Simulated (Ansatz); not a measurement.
Start from CdTe in the zinc blende structure (space group F-43m, No. 216; a = 6.558 Å). Axes: x, y, z lie along the cube axes.

The values are results of Ansatz (an electronic-structure program), r2SCAN, PAW, cutoff 500 eV, no SOC, not measurements.

Strains are applied to the cell and any free atomic positions relax; under biaxial strain the out-of-plane vector relaxes too.

One change was made to it. Results:

| quantity | base | after |
|---|---|---|
| band gap | 1.17 eV | 1.09 eV |
| valence-band top at Γ (three highest levels, from the VBM) | 0.00, 0.00, 0.00 eV | 0.00, -0.06, -0.08 eV |
| energy relative to the base (free energy F) | 0 meV/atom | +0.9 meV/atom |

What was done to the base?
(A) uniaxial strain ε_xx = +0.81 %
(B) tensor shear ε_yz = −3.18 %
(C) biaxial strain −1.18 %, plane normal [111], relaxed out of plane
(D) biaxial strain +0.79 %, plane normal [110], relaxed out of plane
(E) uniaxial strain ε_zz = −1.00 %

D, biaxial strain +0.79 %, plane normal [110], relaxed out of plane. For comparison, the band gap in the other runs: tensor shear ε_yz = −3.18 % gives 0.96 eV; biaxial strain −1.18 %, plane normal [111], relaxed out of plane gives 1.17 eV; uniaxial strain ε_zz = −1.00 % gives 1.18 eV; uniaxial strain ε_xx = +0.81 % gives 1.13 eV.

A biaxial case was relaxed in a doubled cell and then solved in the primitive one. With Te present, leaving out spin-orbit coupling can change the band edges. Whether these cells are dynamically stable was not tested.
